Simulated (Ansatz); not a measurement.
# What biaxial strain −2.50 %, plane normal [001], relaxed out of plane does to ZnSe

Consider ZnSe in the zinc blende structure (space group F-43m, No. 216; a = 5.5675 Å). Axes: x, y, z lie along the cube axes.

Perturbation: compressive biaxial strain of 2.50 % in the plane normal to [001], as in epitaxy on a mismatched substrate; the out-of-plane cell vector and the atoms relax.

Computed with LDA in Ansatz (plane waves to 420 eV, PAW, no SOC). Γ-centred 10×10×10 mesh, Fermi–Dirac width 0.05 eV.

| quantity | base | changed | shift |
|---|---|---|---|
| volume per atom | 21.57 Å³ | 21.11 Å³ | -0.46 Å³ |
| space group | F-43m (No. 216) | I-4m2 (No. 119) | – |
| shortest interatomic distance | 2.411 Å | 2.395 Å | -0.016 Å |
| energy relative to the base (free energy F) | 0 meV/atom | +7.6 meV/atom | +7.6 meV/atom |
| pressure (mean of the normal stresses, compression positive) | 0.00 GPa | 1.54 GPa | +1.54 GPa |
| band gap | 1.25 eV | 1.25 eV | 0.00 eV |
| gap character | direct at Γ | direct at Γ | – |
| electron mass | 0.090 mₑ (at Γ) | 0.098 mₑ out of plane, 0.091 mₑ in plane (at Γ) | – |
| valence-band top at Γ (three highest levels, from the VBM) | 0.00, 0.00, 0.00 eV | 0.00, 0.00, -0.24 eV | – |
| valley order (the lowest conduction-band minima on the path, energy above the VBM, named in the base's zone) | Γ 1.25 eV; L along ⟨111⟩ 2.45 eV; X along ⟨100⟩ 2.69 eV | Γ 1.25 eV; L along [111] 2.37 eV; X along [010] 2.48 eV | – |
| out-of-plane strain | – | +2.96 % | – |
| ratio −ε⊥/ε∥ | – | 1.18 | – |
| mean in-plane stress (compression positive) | – | +2.3 GPa | – |

Masses are band curvatures over ±0.01 Å⁻¹ around the edge. Stability against distortions was not tested. Labels are those of the standard path for the cell's own space group.

Ansatz is a program for electronic structure.
